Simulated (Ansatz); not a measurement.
System: Ge (P6₃/mmc, No. 194, 8 atoms in the cell; start mp-1091415; another form than the element's usual one). Method: PBEsol (PAW; Ansatz, a quantum-chemistry and plane-wave program).

Settings: plane-wave cutoff 520 eV, 18×18×4 k mesh (along the axes of the cell as run), Fermi–Dirac smearing 0.05 eV, scalar-relativistic PAW data made under PBE.

Cell (relaxed at this level):

```cif
data_Ge8
_chemical_formula_sum 'Ge8'
_space_group_name_H-M_alt 'P63/mmc'
_space_group_IT_number 194
_space_group_name_Hall '-P 6c 2c'
_cell_length_a 4.00406
_cell_length_b 4.00406
_cell_length_c 13.14550
_cell_angle_alpha 90.000
_cell_angle_beta 90.000
_cell_angle_gamma 120.000
loop_
_atom_site_label
_atom_site_type_symbol
_atom_site_symmetry_multiplicity
_atom_site_Wyckoff_symbol
_atom_site_fract_x
_atom_site_fract_y
_atom_site_fract_z
_atom_site_occupancy
Ge1 Ge 4 e 0.00000 0.00000 0.09318 1
Ge2 Ge 4 f 0.33333 0.66667 0.15586 1
```

**Question.** Predict the band gap, smallest direct gap on the k points sampled and bulk modulus B0.

**Answer.** 
band gap: 0.01 eV (under three smearing widths, so not firm)
smallest direct gap on the k points sampled: 0.05 eV (under three smearing widths, so not firm)
bulk modulus B0: 67.7 GPa

Note: the relaxation could not lower the start's symmetry, so the cell can be a saddle point above a distorted one; the bulk modulus is −V dP/dV from two relaxed cells at ±2 % in volume.

Spin–orbit coupling is not included; it can close the smallest gap of 0.01 eV.

It cost around 6 core-minutes (rough) of CPU time.

A start named mp-… is a Materials Project structure, which need not be a measured phase.
